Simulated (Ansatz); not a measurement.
# Al (model structure, started from the Bi type, I4/mcm, No. 140, 4 atoms in the cell)

Level of theory: r²SCAN (Ansatz, an electronic-structure program, PAW).

Numerical settings: plane-wave cutoff 560 eV, 18×18×18 k mesh, Fermi–Dirac smearing 0.05 eV, scalar-relativistic PAW data made under PBE.

Cell (relaxed at this level):

Space group I4/mcm (No. 140); a = b = 8.1489 Å, c = 2.7133 Å, α = β = γ = 90.00°

| atom | site | symmetry | x | y | z |
|---|---|---|---|---|---|
| Al | 8h | m.2m | 0.1473 | 0.3527 | 0.0000 |
(The calculation used a cell of 4 atoms; values per cell refer to that cell.)

```yaml
band_gap: zero (no gap)
bulk modulus B0: 56.1 GPa
```

Note: the bulk modulus is −V dP/dV from two relaxed cells at ±2 % in volume; the relaxation could raise the start's symmetry but not lower it, so the cell can be a saddle point.

The result took roughly 5 core-minutes.

A model structure was made by putting elements into a prototype or built by hand; it is no filed structure, need not be a known phase, and can be a saddle point held by its symmetry.
